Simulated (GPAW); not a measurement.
## Short convergence ladders for FeAl (P4mm, 2 atoms in the cell)

```
FeAl
1.0
    2.91873     0.00000     0.00000
    0.00000     2.91873     0.00000
    0.00000     0.00000     2.91873
Al Fe
1 1
Direct
  0.50000   0.50000   0.51713
  0.00000   0.00000   0.00000
```

Base method: LDA (Perdew-Wang 92), GPAW PAW datasets LDA (gpaw-data 1.0.1) (plane waves; GPAW).

Base settings: mode = pw; ecut = 850 eV; xc = LDA; kpts = 5 5 5; mesh shift (steps) = 0 0 0; occupations.name = fermi-dirac; occupations.width = 0.1 eV; nbands = -6; convergence.forces = 0.001 eV/Å; symmetry.symmorphic = false.

The count of work is k-points × plane waves × bands × iterations; it is no time. Core times come from one kind of shared machine, to one figure; runs under 30 s give none.

**The k-point mesh**

The second cell is the first with its lattice scaled by 0.98.

Only quantities that move along the ladder and can be compared are tabulated.

```tsv
kpts	free energy less the last step's (meV/atom)	energy of the compressed cell less the first (meV/atom)	pressure (GPa)	largest difference of a force vector from the last step's (eV/Å)	count of work / last
2 2 2	64.12	-40.05	-13.79	0.096	0.018
4 4 4	-40.99	-64.26	-18.50	0.005	0.063
5 5 5	22.44	-55.48	-16.72	0.001	0.060
7 7 7	-1.44	-59.05	-17.43	0.002	0.15
9 9 9	-3.34	-59.51	-17.54	0.001	0.24
11 11 11	0.79	-58.72	-17.37	0.001	0.36
13 13 13	0.81	-58.64	-17.35	0.002	0.68
15 15 15	0.00	-58.87	-17.40	0.000	1.0
```

Coarsest kpts that holds the energy of the compressed cell less the first within 0.5 meV/atom of the last step, with all finer ones: 11 11 11, at 0.36 of the last step's count of work; the step before is off by 0.65 meV/atom.

Coarsest kpts that holds the free energy within 2 meV/atom of the last step, with all finer ones: 11 11 11, at 0.36 of the last step's count of work; the step before is off by 3.3 meV/atom.

Coarsest kpts that holds the forces within 0.005 eV/Å of the last step, with all finer ones: 4 4 4, at 0.063 of the last step's count of work; the step before is off by 0.096 eV/Å.

The energy difference between the two cells stays within 1 meV/atom of the last step's from 7 7 7 on, the total only from 11 11 11 on: much of the error is common to both cells and cancels.

**The k-point mesh at a smearing width of 0.3 eV**

In this ladder: occupations.width = 0.3 eV.

Only quantities that move along the ladder and can be compared are tabulated.

| kpts | free energy less the last step's (meV/atom) | pressure (GPa) | count of work / last | core time / last (rough) |
|---|---|---|---|---|
| 4 4 4 | -8.62 | -15.91 | 0.019 | – |
| 5 5 5 | 6.76 | -14.88 | 0.016 | – |
| 6 6 6 | -2.48 | -15.31 | 0.050 | – |
| 7 7 7 | 0.57 | -15.18 | 0.037 | – |
| 12 12 12 | -0.01 | -15.21 | 0.19 | 0.2 |
| 18 18 18 | 0.00 | -15.21 | 0.63 | 0.7 |
| 22 22 22 | 0.00 | -15.21 | 1.0 | 1 |

Coarsest kpts that holds the pressure within 0.5 GPa of the last step, with all finer ones: 5 5 5, at 0.016 of the last step's count of work; the step before is off by 0.70 GPa.

Coarsest kpts that holds the free energy within 5 meV/atom of the last step, with all finer ones: 6 6 6, at 0.050 of the last step's count of work; the step before is off by 6.8 meV/atom.

**The width of cold smearing**

In this ladder: kpts = 8 8 8; occupations.name = marzari-vanderbilt.

Narrow widths need finer meshes than wide ones, so the last steps can hold mesh noise.

Only quantities that move along the ladder and can be compared are tabulated; pressure and forces are left out, as mesh noise rules them at narrow widths.

```csv
occupations.width,free energy less the last step's (meV/atom)
1 eV,47.70
0.5 eV,18.83
0.3 eV,6.64
0.2 eV,2.10
0.1 eV,0.45
0.05 eV,0.00
```

Widest occupations.width that holds the free energy within 5 meV/atom of the last step, with all finer ones: 0.2 eV; the step before is off by 6.6 meV/atom.

On the base run: the starting cell has typed, rounded lattice constants, without a prior relaxation at this level. Its lattice was rescaled by up to half a per cent. One atom was moved a little off its site on purpose. Spin polarisation is off. In the base run, with a pressure of about -17 GPa the cell is away from its equilibrium volume at this level. Without a gap this mesh is coarse (it stands for a supercell whose shortest vector is 15 Å).

Left out of this page: 2 runs of the series outside the window shown, repeating another row's setting, or not comparable.
